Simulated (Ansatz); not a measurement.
Take SiC (space group P6_422, No. 181; a = 3.066 Å, c = 7.031 Å; a hypothetical phase, not in the database extracts checked) as the base. Axes: x lies along a and z along c of the hexagonal cell.

Perturbation: biaxial strain −2.31 %, plane normal [001], relaxed out of plane (Cartesian); in-plane vectors clamped, the third vector and the atoms free.

Levels (all Ansatz, a first-principles code, PAW): PBEsol (420 eV, without spin-orbit coupling); HSE06 (420 eV, scalar-relativistic without spin-orbit coupling).

The geometry is relaxed with PBEsol.

PBEsol band gap: 0.38 eV

Task: What does HSE06 give at this geometry for the band gap?

Result: The band gap goes up by 0.85 eV to 1.23 eV.

Single points use the geometry relaxed with PBEsol. HSE06 gaps are upper bounds (no full band path). No phonon test of stability was made. The base started in P3_121 and relaxed to P6_422 at this level.
